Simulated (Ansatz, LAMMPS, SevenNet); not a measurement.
**CsCl-type CuZn, equilibrium lattice constant a**

Reference value: 2.958 Å (measured, temperature not stated, not corrected to a static lattice; as tabulated in First-Principles Study on the Electrical and Thermal Conductivities of Cu–Zn …).

Question: What do COMB comb3, SevenNet-l3i5, LDA, PBE, revPBE, PBE-D3(BJ), PBEsol-D3(BJ), r²SCAN-D4, B3LYP (VWN-RPA form), HSE06-D3(BJ), PBE0, Hartree–Fock give, and how far is each from the reference?

Answer: 
```csv
level (code),value (Å),difference (%)
COMB comb3 (LAMMPS),2.918,-1.35
SevenNet-l3i5,2.960,+0.07
LDA (Ansatz),2.870,-2.97
PBE (Ansatz),2.964,+0.20
revPBE (Ansatz),2.991,+1.12
PBE-D3(BJ) (Ansatz),2.911,-1.59
PBEsol-D3(BJ) (Ansatz),2.866,-3.11
r²SCAN-D4 (Ansatz),2.907,-1.72
B3LYP (VWN-RPA form) (Ansatz),3.010,+1.76
HSE06-D3(BJ) (Ansatz),2.897,-2.06
PBE0 (Ansatz),2.961,+0.10
Hartree–Fock (Ansatz),3.166,+7.03
```

The reference's temperature isn't stated, so close values are not ranked against it. Off by more than 1.25 %, or 1.75 % on the side where a correction would as a rule narrow the miss (bounds picked here): Hartree–Fock (+7.03 %), PBEsol-D3(BJ) (-3.11 %), LDA (-2.97 %), HSE06-D3(BJ) (-2.06 %), B3LYP (VWN-RPA form) (+1.76 %).

The measured value isn't corrected to a static lattice, so vibrations enter the comparison. A static lattice is as a rule a little smaller than the measured one.  B3LYP (VWN-RPA form), HSE06-D3(BJ), PBE0, Hartree–Fock: the run has no spin polarisation, so it can have missed a magnetic state. Hartree–Fock: the cell is over a tenth larger than the published one: the level's own overestimate first of all, though another phase or state, or a fault of the published cell, is possible. Cutoffs and k meshes differ between the levels. Ansatz's density-functional and Hartree–Fock values are scalar-relativistic unless marked +SOC, with PAW data made under PBE.

Empirical potentials (COMB comb3) are fitted to chosen data: where that held the value shown, agreement is built in, and what lay outside the fit can be far off. Machine-learned potentials (SevenNet-l3i5) are trained on DFT data: a solid inside that data is no test of them.

Differences are worked out from the printed values.

Ansatz is a quantum-chemistry and plane-wave program.
